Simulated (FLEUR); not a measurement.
Band structure of Pt (Fm-3m, 1 atom in the cell).

```yaml
crystal:
  lattice:
    - [0.00000, 2.00312, 2.00312]
    - [2.00312, 0.00000, 2.00312]
    - [2.00312, 2.00312, 0.00000]
  atoms:
    - { symbol: Pt, position: [0.00000, 0.00000, 0.00000] }
```

Method of the run: PBE, all-electron FLAPW (FLEUR), scalar-relativistic valence in FLEUR.

Settings: Kmax = 4 1/bohr; GmaxXC = 14 1/bohr; xcFunctional = pbe; jspins = 1; l_soc = F; mode = hist; fermiSmearingEnergy = 0.00183747 Htr; mesh (inpgen div1-3) = 19 19 19; inpgen gamma flag = false; Gmax = 14 1/bohr; numbands = 0; maxIterBroyd = 15; imix = Anderson; alpha = 0.05.

The starting cell comes from a database of computed structures (which also holds hypothetical and non-ambient phases and stackings), without a prior relaxation at this level. Its lattice was rescaled by a random factor within 2.5 % of one. Spin-orbit coupling is off. Spin polarisation is off. Values depend on the basis (sphere radii, cutoffs, local orbitals), which need not be converged.

Levels in eV from the Fermi level, bands 5 to 12:
```csv
point,5,6,7,8,9,10,11,12
Γ,-3.41,-3.41,-3.41,-1.46,-1.46,14.80,19.41,19.41
X,-5.97,0.01,0.44,0.44,1.94,8.30,11.24,11.24
W,-4.09,-4.09,-1.77,0.45,6.74,8.04,8.04,11.73
K,-4.92,-2.54,-1.16,-0.15,5.54,6.49,9.70,14.34
L,-3.46,-3.46,-0.18,0.04,0.04,5.42,14.36,18.57
U,-4.92,-2.54,-1.16,-0.15,5.54,6.49,9.70,14.34
```
